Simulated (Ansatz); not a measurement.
Consider InP in the zinc blende structure (space group F-43m, No. 216).

```xyz
2
Lattice="0.0000 2.9537 2.9537 2.9537 0.0000 2.9537 2.9537 2.9537 0.0000" Properties=species:S:1:pos:R:3 pbc="T T T"
P      4.4305     4.4305     4.4305
In     0.0000     0.0000     0.0000
```

The values are results of Ansatz (an electronic-structure program) r2SCAN, without spin-orbit coupling, earlier PAW set, not measurements.

Base values:

The lattice parameter a comes out as 590.7 pm. The gap character is direct at Γ.

Modification: full substitution In → B, then cell and atoms are relaxed.

### Question
Estimate the effect on the lattice parameter a.

### Answer
The lattice parameter a falls by 137.1 pm to 453.6 pm.

### Question
How does this affect the gap character?

### Answer
The gap character goes from direct at Γ to indirect, Γ → Γ–X (83 % along).

Whether these cells are dynamically stable was not tested.
